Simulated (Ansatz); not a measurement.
The reference is Mo in the bcc (W type) structure (space group Im-3m, No. 229; a = 3.161 Å).

All numbers come from PBE (Ansatz, a program for electronic structure), no spin-orbit coupling.

Before the change:

- Shortest interatomic distance: 273.7 pm
- Density: 10.09 g/cm³

The change: a negative pressure, −2 GPa.

Task: Predict the new shortest interatomic distance.

Result: The shortest interatomic distance increases by 0.7 pm to 274.4 pm.

Task: Predict the new density.

Result: The density decreases by 0.08 g/cm³, from 10.09 g/cm³ to 10.01 g/cm³.

Load acts through the strain it causes; cell and atoms are relaxed under it. Stability against distortions was not tested. All final runs are without spin polarisation.
